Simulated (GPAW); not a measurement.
Band structure of KPb₃ (Pm-3m, 4 atoms in the cell).

```yaml
crystal:
  lattice:
    - [5.10137, 0.00000, 0.00000]
    - [0.00000, 5.10137, 0.00000]
    - [0.00000, 0.00000, 5.10137]
  atoms:
    - { symbol: K, position: [0.00000, 0.00000, 0.00000] }
    - { symbol: Pb, position: [0.00000, 0.50000, 0.50000] }
    - { symbol: Pb, position: [0.50000, 0.00000, 0.50000] }
    - { symbol: Pb, position: [0.50000, 0.50000, 0.00000] }
```

Method of the run: LDA (Perdew-Wang 92), GPAW PAW datasets LDA (gpaw-data 1.0.1) (plane waves; GPAW 25.7.0).

Settings: mode = pw; ecut = 550 eV; xc = LDA; kpts = 9 9 9; mesh shift (steps) = 0 0 0; occupations.name = fermi-dirac; occupations.width = 0.1 eV; nbands = -8; convergence.density = 1e-05 e/electron; convergence.energy = 1e-05 eV/electron; symmetry.symmorphic = false; symmetry.tolerance = 0.0005; maxiter = 100; bandpath_npoints = 40.

The starting cell comes from a database of computed structures (which also holds hypothetical and non-ambient phases and stackings), without a prior relaxation at this level. Spin-orbit coupling is off.

Levels in eV from the Fermi level, bands 22 to 29:
```csv
point,22,23,24,25,26,27,28,29
Γ,-6.66,-1.82,-1.82,-1.82,2.18,2.18,2.18,3.02
X,-6.53,-1.12,-1.12,0.03,0.21,0.65,0.65,1.18
M,-8.01,-2.73,-0.84,0.37,0.37,0.71,0.74,0.74
R,-7.87,-3.51,-2.14,-2.14,-2.14,3.02,5.24,5.24
```

Bands cross the Fermi level along this path, so the cell is metallic at this level.
